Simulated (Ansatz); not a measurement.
# Point defect Cl on the Cu site (Cl_Cu) in fcc Cu

Computed with PBE, PAW (plane waves to 420 eV; Ansatz, a program for electronic structure). Set-up: 32-site cell; 6×6×6 shifted k-points; start: the Cu site; no Hubbard U; not converged in cell size; the relaxation kept the symmetry of the starting site.

Neighbours after relaxation, in Å: of the Cl atom: Cu 2.63, Cu 2.63, Cu 2.63, Cu 2.63, Cu 2.63, Cu 2.63, Cu 2.63, Cu 2.63 (the shell may go on).

Formation energies E_f are those of the neutral cell. Chemical conditions: host crystal and elements as references (Δμ(Cu) = 0.00 eV, Δμ(Cl) = 0.00 eV; Cl taken from its element, since no compound that bounds it was computed at this level; only phases computed here count, gases as isolated molecules at 0 K). Reference phases: Cl: Cl2 molecule in a box, Cu: fcc Cu.

```tsv
charge	moment (μB)	point group	largest move off a lattice site (Å)	E_f, host crystal and elements as references (eV)
0	not spin-polarised	Oh	0.07	1.66
```

Point groups are those of the whole cell at tolerances of 0.03 and 0.1 Å ("near" where only the looser one holds); none is given for unsettled states.

All states together cost around 7 core-minutes (rough).
